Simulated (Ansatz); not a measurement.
The (21-30) face of hcp Y can be cut between different planes. Symmetric, stoichiometric slabs relaxed in the 1x1 cell (54.9 Å²): top plane Y, 0.40 Å over the next in the ideal cut; top plane Y, 0.80 Å over the next in the ideal cut.

Method: PBE (plane waves to 420 eV, PAW; Ansatz, a quantum-chemistry and plane-wave program).

Task: Put the candidates in order of surface energy, lowest first, for PBE.

Result: the cut with an outer spacing of 0.40 Å (1.03 J/m²), the cut with an outer spacing of 0.80 Å (1.12 J/m²)
